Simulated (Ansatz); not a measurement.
Start from Al₂Pt (space group Fm-3m, No. 225).

```xyz
3
Lattice="0.0000 2.9480 2.9480 2.9480 0.0000 2.9480 2.9480 2.9480 0.0000" Properties=species:S:1:pos:R:3 pbc="T T T"
Al     1.4740     1.4740     1.4740
Al     4.4221     4.4221     4.4221
Pt     0.0000     0.0000     0.0000
```

Cartesian axes are those of the cell as printed.

The values are results of DFT with PBEsol, PAW potentials and a 420 eV plane-wave cutoff in Ansatz (a program for electronic structure), no SOC, not measurements.

For the base:

- Shortest interatomic distance = 2.553 Å

Now apply this change: a free-standing slab of 6 layers (18 atoms, 3 a layer) is cut normal to [111], with 15 Å of vacuum and the in-plane cell held at bulk.

Task: Predict the new excess energy per area of both faces.

Result: The excess energy per area of both faces (slab less bulk energy over the cell's area: twice a surface energy) comes out as 2.6 J/m² (uncertain by up to 0.2 J/m²).

Task: What happens to the change of the spacing d23 from its bulk value of 0.851 Å?

Result: The change of the spacing d23 from its bulk value of 0.851 Å comes out as -3.5 %.

Task: What does the calculation give for the shortest interatomic distance after the change?

Result: The shortest interatomic distance shrinks by 0.0635 Å (2.553 Å → 2.490 Å).

Task: What does the calculation give for the change of the spacing d12 from its bulk value of 0.851 Å after the change?

Result: The change of the spacing d12 from its bulk value of 0.851 Å comes out as -25.3 %.

The excess energy carries the mismatch between the slab's and the bulk's meshes. Stability against distortions was not tested. All final runs are without spin polarisation.
